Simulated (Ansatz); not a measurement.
Habitual settings against a tight run: SrTiO₃ (I4/mcm, 10 atoms in the cell)

Self-consistent single point.

```yaml
crystal:
  lattice:
    - [-2.78239, 2.78239, 3.93821]
    - [2.78239, -2.78239, 3.93821]
    - [2.78239, 2.78239, -3.93821]
  atoms:
    - { symbol: Sr, position: [0.75000, 0.25000, 0.50000] }
    - { symbol: Sr, position: [0.25000, 0.75000, 0.50000] }
    - { symbol: Ti, position: [0.00000, 0.00000, 0.00000] }
    - { symbol: Ti, position: [0.50000, 0.50000, 0.00000] }
    - { symbol: O, position: [0.24105, 0.74105, 0.98210] }
    - { symbol: O, position: [0.75895, 0.25895, 0.01790] }
    - { symbol: O, position: [0.74105, 0.75895, 0.50000] }
    - { symbol: O, position: [0.25895, 0.24105, 0.50000] }
    - { symbol: O, position: [0.75000, 0.75000, 0.00000] }
    - { symbol: O, position: [0.25000, 0.25000, 0.00000] }
```

Computed with PBEsol, PAW files made with PBE (plane waves; Ansatz, a program for electronic structure).

Base settings: basis.ecutwfc = 420 eV; kpoints.mp_grid.grid = 8 8 8; hamiltonian.xc = pbesol; hamiltonian.pseudopotentials = {kind: paw} (the program's default PAW files); scf.occupations.method = fixed.

Tight run (finer mesh or higher cutoff; not a proven limit): basis.ecutwfc: 420 eV → 590 eV; kpoints.mp_grid.grid: 8 8 8 → 11 11 11; scf.convergence.dr2_threshold: default (1e-07 eV) → 1e-09 eV. It gave top of the valence band (on the code's own zero) 9.48 eV; gap on the k-point mesh 1.81 eV; pressure -5.96 GPa; largest force (vector length) 0.015 eV/Å.

Quick runs, as changes from the base:
- A: the base itself
- B: basis.ecutwfc: 420 eV → 210 eV; kpoints.mp_grid.grid: 8 8 8 → 4 4 4; scf.occupations.method: fixed → methfessel_paxton; scf.occupations.width: default → 0.5 eV
- C: basis.ecutwfc: 420 eV → 295 eV; kpoints.mp_grid.grid: 8 8 8 → 4 4 4; hamiltonian.xc: pbesol → lda; scf.occupations.method: fixed → methfessel_paxton; scf.occupations.width: default → 0.5 eV [LDA (PW92)]
- D: basis.ecutwfc: 420 eV → 295 eV; hamiltonian.xc: pbesol → lda [LDA (PW92)]
- E: kpoints.mp_grid.grid: 8 8 8 → 4 4 4; scf.occupations.method: fixed → cold; kpoints.mp_grid.shift: default → 0.5 0.5 0.5; scf.occupations.width: default → 0.5 eV; width narrowed by the program to 0.2510 eV
- F: basis.ecutwfc: 420 eV → 250 eV; kpoints.mp_grid.grid: 8 8 8 → 3 3 3; hamiltonian.xc: pbesol → lda; scf.occupations.method: fixed → gaussian; scf.occupations.width: default → 0.136 eV [LDA (PW92)]

Energies are extrapolated to zero smearing width, which holds to low order in the width alone.

Dashes: gap of B, C, left out as unsure on this mesh or at this smearing; energy of C, D, F, another energy zero.

Gaps are read on each run's own mesh, which may miss the band edges.

† marks runs with another functional, U, potentials or spin treatment: their distance from the tight run is not a convergence error alone.

The count of work is k-points × plane waves × bands × iterations; it is no time. 

Pressures in the table are Ansatz's without its Pulay estimate, at a fixed set of plane waves; the tight run's value above holds the estimate.

The starting cell comes from a database of computed structures (which also holds hypothetical and non-ambient phases and stackings), without a prior relaxation at this level. Its lattice was rescaled by a random factor within 2.5 % of one. In the base run, with a pressure of about -6 GPa the cell is away from its equilibrium volume at this level.

```tsv
run	energy less tight (meV/atom)	pressure less tight (GPa)	largest miss in a force vector (eV/Å)	gap on the mesh less tight (eV)	count of work / tight
A	2.5	-0.35	0.000	0.000	0.24
B	2775.1	-141.19	0.023	–	0.017
C†	–	-28.32	0.020	–	0.024
D†	–	-28.37	0.018	-0.101	0.14
E	2.5	-0.35	0.001	0.052	0.059
F†	–	-68.85	0.051	0.127	0.0095
```

Among the runs at the tight run's level, the energy misses run from 2.5 to 2775.1 meV/atom.

Keys are those of Ansatz 0.2.
